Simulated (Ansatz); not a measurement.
The reference is Ir in the fcc (Cu type) structure (space group Fm-3m, No. 225; a = 3.812 Å; relaxed with 0.1 eV smearing). Axes: x, y, z lie along the cube axes.

All numbers come from LDA in Ansatz (plane waves to 420 eV, PAW, no spin-orbit coupling).

Base values:

- Pressure = 0.0 GPa

Perturbation: tensile biaxial strain of 0.42 % in the plane normal to [111], as in epitaxy on a mismatched substrate; the out-of-plane cell vector and the atoms relax.

Task: Predict the new energy relative to the base.

Result: The energy grows by 1.3 meV/atom.

Task: Predict the new pressure.

Result: The pressure (mean of the normal stresses, compression positive) goes from zero to -2.4 GPa.

Whether these cells are dynamically stable was not tested. The final runs are not spin-polarised.

Ansatz is a program for electronic structure.
